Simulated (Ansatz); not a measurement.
The reference is BeS in the rock salt structure (space group Fm-3m, No. 225; a = 4.5900 Å; a hypothetical phase, not in the database extracts checked). Axes: x, y, z lie along the cube axes.

Modification: a pure shear with ε_xz = ε_zx = 0.0021, atoms relaxed at fixed cell.

Levels (all Ansatz, a first-principles code, PAW): PBEsol (420 eV, scalar-relativistic without spin-orbit coupling); r2SCAN (500 eV, no spin-orbit coupling); HSE06 (420 eV, scalar-relativistic without spin-orbit coupling).

At the geometry relaxed with PBEsol, these levels gave the following band gaps, in shuffled order: (a) 1.73 eV, (b) 0.92 eV, (c) 1.31 eV.

Q: Match each gap to its level.

A: (a) HSE06; (b) PBEsol; (c) r2SCAN.

Single points use the geometry relaxed with PBEsol. HSE06 was sampled on its mesh, a few special points and the semilocal edge points, so its gap is an upper bound. The cells carry an imposed strain or load. Whether these cells are dynamically stable was not tested.
